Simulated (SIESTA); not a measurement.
**Worked example: self-consistent single point of Te2MoW2Se4 (P3m1, 9 atoms in the cell) in SIESTA**

Computed with LDA PW92, numerical atomic orbitals TZP, PseudoDojo LDA standard norm-conserving potentials (rewritten from UPF to PSML) run with SIESTA 5.4.2.

This input was run:

```
# files in the folder: Te.psml Mo.psml W.psml Se.psml (PseudoDojo LDA standard)
SystemName  Te2Mo(WSe2)2
SystemLabel Te2Mo(WSe2)2

NumberOfAtoms                9
NumberOfSpecies              4
%block ChemicalSpeciesLabel
  1 52 Te
  2 42 Mo
  3 74 W
  4 34 Se
%endblock ChemicalSpeciesLabel
LatticeConstant              1.0 Ang
%block LatticeVectors
     3.402310000    0.000000000    0.000000000
    -1.701155000    2.946487000    0.000000000
     0.000000000    0.000000000   31.434330000
%endblock LatticeVectors
AtomicCoordinatesFormat      ScaledCartesian
%block AtomicCoordinatesAndAtomicSpecies
     0.000000000    0.000000000   16.297442732  1
     0.000000000    0.000000000   20.060760719  1
     0.000000000    0.000000000   10.907398167  2
     1.701156701    0.982161351    3.635694608  3
     1.701156701    0.982161351   18.179416069  3
     1.701156701    0.982161351   12.555185745  4
     0.000000000    0.000000000    1.981305820  4
     0.000000000    0.000000000    5.288826023  4
     1.701156701    0.982161351    9.258038872  4
%endblock AtomicCoordinatesAndAtomicSpecies

XC.functional                LDA
XC.authors                   PW92
PAO.BasisSize                TZP
PAO.EnergyShift              0.005 Ry
MeshCutoff                   400 Ry
%block kgrid.MonkhorstPack
    5   0   0  0.0
    0   5   0  0.0
    0   0   1  0.0
%endblock kgrid.MonkhorstPack
OccupationFunction           FD
ElectronicTemperature        0.05 eV

MaxSCFIterations             150
SCF.Mixer.Method             Pulay
SCF.Mixer.Weight             0.1
SCF.Mixer.History            6
SCF.DM.Tolerance             1.0E-04
Diag.ParallelOverK           true
WriteForces                  true
Charge.Mulliken              end
```

The program printed (abridged):

```
reinit: Reading from file input.fdf

reinit: System Name: Te2Mo(WSe2)2
reinit: System Label: Te2Mo(WSe2)2

coor:   Atomic-coordinates input format  =     Cartesian coordinates
coor:                                          (in units of alat)

siesta: Atomic coordinates (Bohr) and species
siesta:      0.00000   0.00000  30.79770  1        1
siesta:      0.00000   0.00000  37.90934  1        2
siesta:      0.00000   0.00000  20.61200  2        3
siesta:      3.21472   1.85602   6.87047  3        4
siesta:      3.21472   1.85602  34.35412  3        5
siesta:      3.21472   1.85602  23.72586  4        6
siesta:      0.00000   0.00000   3.74413  4        7
siesta:      0.00000   0.00000   9.99443  4        8
siesta:      3.21472   1.85602  17.49516  4        9

siesta: System type = slab

initatomlists: Number of atoms, orbitals, and projectors:      9   207   220

siesta: ******************** Simulation parameters ****************************
redata: Spin configuration                          = none
redata: Time-Reversal Symmetry                      = T
redata: Number of Atomic Species                    =        4
redata: Mesh Cutoff                                 =   400.0000 Ry
redata: Net charge of the system                    =     0.0000 |e|
redata: Min. number of SCF Iter                     =        0
redata: Max. number of SCF Iter                     =      150
redata: SCF convergence failure will abort job
redata: SCF mix quantity                            = Hamiltonian
redata: Mix DM or H after convergence               =   F
redata: Recompute H after scf cycle                 =   F
redata: Mix DM in first SCF step                    =   T
redata: No kicks to SCF
redata: DM Mixing Weight for Kicks                  =     0.5000
redata: Require Harris convergence for SCF          =   F
redata: Harris energy tolerance for SCF             =     0.000100 eV
   [... lines left out ...]
diag: Parallel distribution                         =     1 x     1
diag: Used triangular part                          = Lower
diag: Absolute tolerance                            =  0.100E-15
diag: Orthogonalization factor                      =  0.100E-05
diag: Memory factor                                 =  1.0000

superc: Internal auxiliary supercell:     7 x     5 x     1  =      35
superc: Number of atoms, orbitals, and projectors:    315   7245   7700

                        Single-point calculation

superc: Internal auxiliary supercell:     7 x     5 x     1  =      35
superc: Number of atoms, orbitals, and projectors:    315   7245   7700

outcell: Unit cell vectors (Ang):
        3.402310    0.000000    0.000000
       -1.701155    2.946487    0.000000
        0.000000    0.000000   31.434330

outcell: Cell vector modules (Ang)   :    3.402310    3.402310   31.434330
outcell: Cell angles (23,13,12) (deg):     90.0000     90.0000    120.0000
outcell: Cell volume (Ang**3)        :    315.1248
new_DM -- step:     1
Initializing Density Matrix...

Attempting to read DM from file... Failed...
DM filled with atomic data:

InitMesh: MESH = 36 x 36 x 384 = 497664
InitMesh: Mesh cutoff (required, used) =   400.000   412.436 Ry

stepf: Fermi-Dirac step function
        iscf     Eharris(eV)        E_KS(eV)     FreeEng(eV)     dDmax    Ef(eV) dHmax(eV)
   scf:    1   -24851.656436   -24904.746151   -24904.746189  1.751310 -3.091471 21.596682
   scf:    2   -24929.902130   -24920.011584   -24920.011588  0.120953 -3.737788  9.173914
   scf:    3   -24923.809202   -24923.450185   -24923.455189  0.102070 -4.176456  2.075448
   scf:    4   -24923.648560   -24923.573851   -24923.574868  0.037598 -4.104050  1.731972
   scf:    5   -24923.917747   -24923.756891   -24923.757674  0.052213 -4.090456  1.197054
   scf:    6   -24923.944095   -24923.858495   -24923.859233  0.039654 -4.108350  0.710664
   [... 6 lines left out ...]
   scf:   13   -24923.919073   -24923.919055   -24923.919449  0.000943 -4.144349  0.003741
   scf:   14   -24923.919061   -24923.919058   -24923.919452  0.000300 -4.143770  0.002447
   scf:   15   -24923.919059   -24923.919059   -24923.919453  0.000177 -4.143524  0.001656
   scf:   16   -24923.919059   -24923.919059   -24923.919453  0.000079 -4.143559  0.001034
   scf:   17   -24923.919059   -24923.919059   -24923.919453  0.000089 -4.143576  0.000474
SCF Convergence by DM+H criterion
max |DM_out - DM_in|         :     0.0000888157
max |H_out - H_in|      (eV) :     0.0004741187
SCF cycle converged after 17 iterations

Using DM_out to compute the final energy and forces

siesta: E_KS(eV) =           -24923.9191

siesta: E_KS - E_eggbox =    -24923.9191

siesta: Atomic forces (eV/Ang):
     1    0.000012   -0.000007    0.250640
     2    0.000012   -0.000007   -0.369255
     3    0.000027   -0.000016   -0.038721
     4   -0.000025    0.000014   -0.000574
     5   -0.000020    0.000012   -0.038944
     6   -0.000015    0.000009    0.061148
     7    0.000014   -0.000009    0.024042
     8    0.000015   -0.000008    0.185509
     9   -0.000014    0.000008   -0.074097
   Tot    0.000006   -0.000004   -0.000251
   Max    0.369255
   Res    0.095531    sqrt( Sum f_i^2 / 3N )
   Max    0.369255    constrained

Stress tensor Voigt[x,y,z,yz,xz,xy] (kbar):       28.62       28.62       17.31       -0.00       -0.00        0.00
(Free)E + p*V (eV/cell)   -24928.8080
Target enthalpy (eV/cell)   -24923.9195

siesta: Program's energy decomposition (eV):
siesta: Ebs     =     -4661.536552
siesta: Eions   =     31457.964511
siesta: Ena     =      4358.905080
siesta: Ekin    =     13324.837344
siesta: Enl     =     -6186.925426
siesta: Eso     =         0.000000
siesta: Edftu   =         0.000000
siesta: DEna    =       122.918641
siesta: DUscf   =         2.513366
siesta: DUext   =         0.000000
siesta: Ex      =     -4687.252706
siesta: Ec      =      -400.950849
siesta: Exc     =     -5088.203554
siesta: Eharris =    -24923.919059
siesta: Etot    =    -24923.919059
siesta: FreeEng =    -24923.919453

siesta: Atomic forces (eV/Ang):
siesta:      1    0.000012   -0.000007    0.250640
siesta:      2    0.000012   -0.000007   -0.369255
siesta:      3    0.000027   -0.000016   -0.038721
siesta:      4   -0.000025    0.000014   -0.000574
siesta:      5   -0.000020    0.000012   -0.038944
siesta:      6   -0.000015    0.000009    0.061148
siesta:      7    0.000014   -0.000009    0.024042
siesta:      8    0.000015   -0.000008    0.185509
   [... lines left out ...]
siesta: Cell volume =        315.124826 Ang**3
siesta:         -24.85440761        -19.19054660  kBar
   [... lines left out ...]
   6 15.926   1.356  -0.114   0.511   1.073   1.212   1.073   0.145  -0.137
              0.145   0.047   0.367   0.047   2.000   2.000   2.001   2.000

              2.000   0.035   0.037   0.055   0.037   0.035
   7 16.229   1.435  -0.145   0.494   1.435   1.485   1.435   0.094  -0.085
              0.094  -0.164   0.092  -0.164   2.000   2.000   2.000   2.000

              2.000   0.038   0.052   0.042   0.052   0.038
   8 16.235   1.435  -0.140   0.487   1.393   1.366   1.393   0.072  -0.189
              0.072  -0.105   0.309  -0.105   2.001   2.001   2.001   2.001

              2.001   0.040   0.056   0.052   0.056   0.040
   9 15.907   1.359  -0.113   0.507   1.088   1.278   1.088   0.155  -0.160
              0.155   0.018   0.334   0.018   2.000   2.000   2.000   2.000

              2.000   0.034   0.032   0.046   0.032   0.034

mulliken: Qtot =      138.000

Mulliken Atomic Populations:
Atom #   charge [q] valence [e]  Species
     1    -0.356431   16.356431  Te
     2    -0.354527   16.354527  Te
     3    -0.166874   14.166874  Mo
     4     0.464796   13.535204  W
     5     0.709643   13.290357  W
     6     0.074378   15.925622  Se
     7    -0.229085   16.229085  Se
     8    -0.234791   16.234791  Se
     9     0.092890   15.907110  Se
 Total     0.000000

siesta: Electric dipole (a.u.)  =    0.000000    0.000000    0.029327
siesta: Electric dipole (Debye) =    0.000000    0.000000    0.074543
```

The run converged in 17 iterations.

The starting cell comes from a database of computed structures (which also holds hypothetical and non-ambient phases and stackings), without a prior relaxation at this level. Values carry the incompleteness of an atom-centred basis.

Cost on one core of a shared machine: roughly 7 min.
